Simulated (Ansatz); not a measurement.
A (6,6) HfO2 nanotube has 36 atoms in a period of 3.276 Å, a mean diameter of 10.90 Å, and lies 101 meV/atom over the flat sheet relaxed at the same level.

Computed with PBE (plane waves to 420 eV, PAW; Ansatz, a quantum-chemistry and plane-wave program). Mesh 1×1×10. No spin polarisation, so a magnetic state wasn't tested. It repeats along c; a and b span vacuum. A hypothetical model, rolled from the flat sheet. Only distortions within the start's symmetry and period were free. Values not marked SOC lack spin–orbit coupling.

Question: Which bending rigidity of the sheet does this imply in the thin-plate picture?

Answer: A plate bent to radius R stores D/(2R²) an area. The area an atom is π × 10.90 × 3.276/36 = 3.12 Å², so the stored energy is 0.101/3.12 = 0.0324 eV/Å². With R = 5.450 Å, D = 2R² × 0.0324 = 1.9 eV.
